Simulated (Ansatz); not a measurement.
## NiAs-type NiSb

These are rVV10 in Ansatz (plane waves, PAW) values and carry that method's errors.

Run with plane-wave cutoff 500 eV, 12×12×8 k mesh (along the axes of the cell as run), Fermi–Dirac smearing 0.05 eV, no spin polarisation, scalar-relativistic PAW data made under PBE.

Cell (relaxed at this level):

```
CELL_PARAMETERS angstrom
      2.00733    -3.47681     0.00000
      2.00733     3.47681     0.00000
      0.00000     0.00000     5.20776
ATOMIC_POSITIONS crystal
  Ni 0.00000 0.00000 0.50000
  Ni 0.00000 0.00000 0.00000
  Sb 0.33333 0.66667 0.25000
  Sb 0.66667 0.33333 0.75000
```

```
Quantity                     Value
-------------------  -------------
volume per atom      18.17 Å³/atom
lattice parameter a        4.015 Å
lattice parameter c        5.208 Å
```

Measured, for comparison: lattice constant a 3.946 Å, lattice parameter c 5.148 Å (temperature not stated, not corrected to a static lattice; as tabulated in Wikipedia's data pages). Computed (rounded) less measured: lattice constant a +1.7 %, lattice parameter c +1.2 %.

Spin–orbit coupling is not included.

Computed values are for the static lattice.

The result took around 2.3 core-minutes (rough).

Ansatz is a first-principles code.
